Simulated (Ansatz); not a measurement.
The reference is PbS in the rock salt structure (space group Fm-3m, No. 225; a = 5.8450 Å). Axes: x, y, z lie along the cube axes.

Method: plane-wave PAW DFT at the LDA level (Ansatz, an electronic-structure program, 420 eV), no SOC.

Before the change:

The pressure is 0.00 GPa. The valley order comes out as L along ⟨111⟩ 0.06 eV; a point along ⟨110⟩, about 0.7 Å⁻¹ from Γ 1.04 eV.

Modification: the cell is stretched by 1.00 % along z with no lateral relaxation; the atoms relax in the strained cell.

Question: How does this affect the energy relative to the base, pressure and valley order?

Answer: The energy increases by 1.2 meV/atom; the pressure (mean of the normal stresses, compression positive) goes from zero to -0.61 GPa; the valley order (the lowest conduction-band minima on the path, energy above the VBM, named in the base's zone) goes from L along ⟨111⟩ 0.06 eV; a point along ⟨110⟩, about 0.7 Å⁻¹ from Γ 1.04 eV to L along [1-11] 0.10 eV; a point along [1-10], about 0.7 Å⁻¹ from Γ 1.06 eV.

Spin-orbit coupling, missing from the scalar runs, can matter with Pb. The levels and masses belong to the bands next to the band gap. Stability against distortions was not tested.
